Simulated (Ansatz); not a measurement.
The reference is BN (space group P6_3/mmc, No. 194; a = 2.500 Å, c = 6.412 Å; layered, stacked along the Cartesian z axis).

Method: PBEsol-D3(BJ) (Ansatz, an electronic-structure program; PAW; 420 eV plane waves; no spin-orbit coupling).

One change was made to it. Results:

```
quantity                          base    after
-----------------------------  -------  -------
band gap                       4.08 eV  4.05 eV
width of the top valence band  3.30 eV  3.53 eV
volume per atom                8.68 Å³  8.51 Å³
```

Name the change that was made.
A. pressure 10 GPa
B. pressure 1.5 GPa
C. pressure 0.7 GPa
D. pressure 7.5 GPa
E. pressure −1 GPa

C, pressure 0.7 GPa. For comparison, the volume per atom in the other runs: pressure 10 GPa gives 7.43 Å³; pressure 1.5 GPa gives 8.35 Å³; pressure −1 GPa gives 9.02 Å³; pressure 7.5 GPa gives 7.62 Å³.

Load acts through the strain it causes; cell and atoms are relaxed under it. Whether these cells are dynamically stable was not tested. Competing high-pressure phases were not computed.
